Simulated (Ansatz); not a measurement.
Levels about the gap of amorphous Hf18O37K2 (57 atoms in a cell of 764 Å³, 8.44 g/cm³; zone centre alone, so wide bands show as single levels with stretches between that a denser mesh fills), at the geometry that PBE relaxed, where it gives 4.1 GPa on a denser mesh. The participation number counts the atoms over which a state spreads; weights are charges in smoothed Voronoi cells. The levels come from a single point, so bond lengths are those of that geometry. Method of the levels: PBE, scalar-relativistic without spin-orbit coupling (Ansatz, a quantum-chemistry and plane-wave program). Sampling: the zone centre alone; Fermi-Dirac width 0.02 eV; no spin polarisation. At PBE the levels at the filled edge of the gap are localised (band-tail or defect states), and the nearest spread-out levels lie 4.1 eV apart at the zone centre.

The cell was made by melting and quenching with the CHGNet potential and then relaxed with DFT. O atoms were pushed apart under 1.9 Å during the dynamics, to hinder bonds among them. The hot cell started wider than the set density and was brought back towards it in steps. It is the lowest in DFT energy of 2 quenches. It is a model cell: composition and starting density were chosen by hand, and all elements were melted together. No dispersion term was used. Its density started from a set value of 8.44 and ended at 8.44 g/cm³. Cooling (nominally 300 K/ps over its main leg) ran many orders faster than in experiment, which tends to leave more defects and strain. Values belong to this one cell and scatter from quench to quench. The volume was held where the preparation left it and the shape relaxed, at a PBE pressure of 4.1 GPa. Stress components on the final sampling reach 4.1 GPa.

```tsv
E - E(highest filled), eV	filling	participation number	largest on	weight O	weight Hf	weight K
-0.57	filled	23.1	O, 4 neighbours	0.93	0.06	0.00
-0.53	filled	12.7	O, 4 neighbours	0.94	0.05	0.01
-0.46	filled	23.5	O, 4 neighbours	0.95	0.05	0.00
-0.41	filled	16.5	O, 4 neighbours	0.93	0.06	0.00
-0.33	filled	12.4	O, 4 neighbours	0.94	0.05	0.00
-0.16	filled	5.9	O, 4 neighbours	0.94	0.06	0.00
0.00	filled	4.4	O, 4 neighbours	0.95	0.04	0.01
3.80	empty	18.1	Hf, 6 neighbours	0.43	0.56	0.01
4.01	empty	24.0	Hf, 6 neighbours	0.45	0.52	0.02
4.24	empty	20.6	Hf, 5 neighbours	0.40	0.59	0.01
4.27	empty	26.5	Hf, 7 neighbours	0.39	0.57	0.04
4.38	empty	26.0	Hf, 6 neighbours	0.39	0.60	0.01
4.51	empty	23.6	Hf, 6 neighbours	0.38	0.61	0.01
4.54	empty	30.1	Hf, 6 neighbours	0.39	0.59	0.02
```

Most localised among these is the filled level at +0.00 eV, on a O atom, which has 4 neighbours (Hf 2.06 Å, Hf 2.08 Å, Hf 2.53 Å, K 2.62 Å).
